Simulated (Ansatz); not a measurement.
Defect migration in bcc Mo: W-vacancy pair (W on one host Mo site, one Mo site vacant), neutral cell. The step: a nearby Mo atom hops onto the vacant site (W-vacancy distance between ideal sites 2.74 → 3.16 Å); the atom moves 2.70 Å along (0.49, -0.49, 0.49) of the unit cell; the moving atom starts with neighbours 2 Mo at 2.71, 3 Mo at 2.74, 2 Mo at 2.75, 2 Mo at 3.14, 2 Mo at 3.17, Mo at 3.19; W at 3.14 Å and ends with Mo at 2.71, 3 Mo at 2.74, 2 Mo at 2.74, 3 Mo at 3.14, 2 Mo at 3.17, Mo at 3.18; W at 2.72 Å. A PBE band in Ansatz (plane-wave PAW, a 2×2×3 k-point mesh shifted by half a step, 36 host sites, 37 SCF runs with any check of the saddle's order, static, no finite-size correction) gives a forward barrier of 1.17 eV. The saddle point's order was not checked. Forms of the defect that were not tried may lie lower. The start lies 0.044 eV above the lowest site run (PBE).

Single points at the band's start and saddle point can refine it. Rough cost of one point, in units of the band's mean SCF on the same machine:

```
Level                                                          Cost of one point
-------------------------------------------------------------  -----------------
PBE, a 3×3×5 k-point mesh shifted by half a step                         about 3
r2SCAN at 500 eV, a 2×2×3 k-point mesh shifted by half a step            about 3
```

Question: Which of these move the barrier by more than 0.1 eV, and how far does each move it?

Answer: Not one does. PBE, a 3×3×5 k-point mesh shifted by half a step: -0.04 eV; r2SCAN at 500 eV, a 2×2×3 k-point mesh shifted by half a step: +0.07 eV. Each functional is compared with PBE at the same k-points.

Ansatz is a first-principles code.
